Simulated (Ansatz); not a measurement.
# Quick settings and what they miss: Rb2LiScF6 (Fm-3m, 10 atoms in the cell)

Self-consistent single point.

```yaml
crystal:
  lattice:
    - [0.00000, 4.29999, 4.29999]
    - [4.29999, 0.00000, 4.29999]
    - [4.29999, 4.29999, 0.00000]
  atoms:
    - { symbol: Rb, position: [0.25000, 0.25000, 0.25000] }
    - { symbol: Rb, position: [0.75000, 0.75000, 0.75000] }
    - { symbol: Li, position: [0.50000, 0.50000, 0.50000] }
    - { symbol: Sc, position: [0.00000, 0.00000, 0.00000] }
    - { symbol: F, position: [0.24190, 0.24190, 0.75810] }
    - { symbol: F, position: [0.75810, 0.75810, 0.24190] }
    - { symbol: F, position: [0.75810, 0.24190, 0.24190] }
    - { symbol: F, position: [0.24190, 0.75810, 0.75810] }
    - { symbol: F, position: [0.24190, 0.75810, 0.24190] }
    - { symbol: F, position: [0.75810, 0.24190, 0.75810] }
```

Level of theory: LDA (PW92), default PAW files made with PBE (plane waves; Ansatz, a first-principles code).

Base settings: basis.ecutwfc = 420 eV; kpoints.mp_grid.grid = 4 4 4; hamiltonian.xc = lda; hamiltonian.pseudopotentials = {kind: paw} (the program's default PAW files); scf.occupations.method = gaussian; scf.occupations.width = 0.05 eV.

Tight run (finer mesh or higher cutoff; not a proven limit): basis.ecutwfc: 420 eV → 590 eV; kpoints.mp_grid.grid: 4 4 4 → 6 6 6; scf.convergence.dr2_threshold: default (1e-07 eV) → 1e-09 eV. It gave top of the valence band (on the code's own zero) 1.20 eV; gap on the k-point mesh 6.39 eV; pressure -8.74 GPa; largest force (vector length) 0.721 eV/Å.

Quick runs, as changes from the base:
- A: the base itself
- B: basis.ecutwfc: 420 eV → 210 eV; kpoints.mp_grid.grid: 4 4 4 → 2 2 2; scf.occupations.method: gaussian → cold; scf.occupations.width: 0.05 eV → 0.5 eV
- C: basis.ecutwfc: 420 eV → 335 eV; kpoints.mp_grid.grid: 4 4 4 → 6 6 6; scf.occupations.method: gaussian → cold; scf.occupations.width: 0.05 eV → 0.2 eV
- D: basis.ecutwfc: 420 eV → 250 eV; kpoints.mp_grid.grid: 4 4 4 → 1 1 1; hamiltonian.xc: lda → pbesol; scf.occupations.method: gaussian → cold; scf.occupations.width: 0.05 eV → 0.2 eV; scf.convergence.dr2_threshold: default (1e-07 eV) → 0.0001 eV [PBEsol]

Dashes: energy of D, another energy zero.

Gaps are read on each run's own mesh, which may miss the band edges.

† marks runs with another functional, U, potentials or spin treatment: their distance from the tight run is not a convergence error alone.

The count of work is k-points × plane waves × bands × iterations; it is no time. 

Pressures in the table are Ansatz's without its Pulay estimate, at a fixed set of plane waves; the tight run's value above holds the estimate.

The starting cell comes from a database of computed structures (which also holds hypothetical and non-ambient phases and stackings), without a prior relaxation at this level. Its lattice was rescaled by a random factor within 2.5 % of one. In the base run, with a pressure of about -9 GPa the cell is away from its equilibrium volume at this level.

| run | energy less tight (meV/atom) | pressure less tight (GPa) | largest miss in a force vector (eV/Å) | gap on the mesh less tight (eV) | count of work / tight |
|---|---|---|---|---|---|
| A | 4.5 | -0.63 | 0.003 | 0.000 | 0.27 |
| B | 5315.2 | -192.45 | 0.292 | 0.183 | 0.039 |
| C | 141.3 | -10.90 | 0.014 | 0.004 | 0.39 |
| D† | – | -78.49 | 0.985 | -0.156 | 0.013 |

Among the runs at the tight run's level, the energy misses run from 4.5 to 5315.2 meV/atom.

Left out of this page: 1 run of the series unsound by tests on forces, stress, charge or solver warnings.

Keys are those of Ansatz 0.2.
